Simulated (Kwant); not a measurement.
Device: quantum point contact (saddle potential) in a InAs two-dimensional gas. Effective mass 0.023 mₑ, grid spacing 2.5 nm, hard walls, nominal width 60 nm (23 grid rows, so walls 60 nm apart), one parabolic valley, scattering region 180 nm long along x; energies count from the band bottom; Fermi energy 0.0408 eV. Potential (V0 + ½k y²) cos²(πx/L) for |x| < L/2, with V0 swept from 0.04284 to 0 eV, k = 0.00018 eV/nm², L = 55 nm.

Constants are typed, rounded textbook-type inputs, not results; the design itself was drawn at random and stands for no fabricated device.

Computed with Kwant: effective-mass tight-binding model on a square grid, one spin, coherent transport at 0 K. Conductance is in e²/h.

Sweep values stay those of the base run.

The length of the gated region was swept, all else fixed.

| length of the gated region (nm) | G (e²/h) at V0 = 11.18 meV | mean G (e²/h) over the sweep | G (e²/h) at V0 = 21.73 meV | G (e²/h) at V0 = 32.29 meV |
|---|---|---|---|---|
| 14 | 1.73 | 1.48 | 1.48 | 1.22 |
| 28 | 1.35 | 0.99 | 0.96 | 0.59 |
| 38 | 1.23 | 0.87 | 0.86 | 0.43 |
| 55 | [?] | 0.80 | 0.88 | [?] |
| 72 | 1.06 | 0.79 | 0.92 | 0.28 |

**Question.** Complete the blanks.

**Answer.** 
- 55, G (e²/h) at V0 = 11.18 meV: 1.12
- 55, G (e²/h) at V0 = 32.29 meV: 0.33
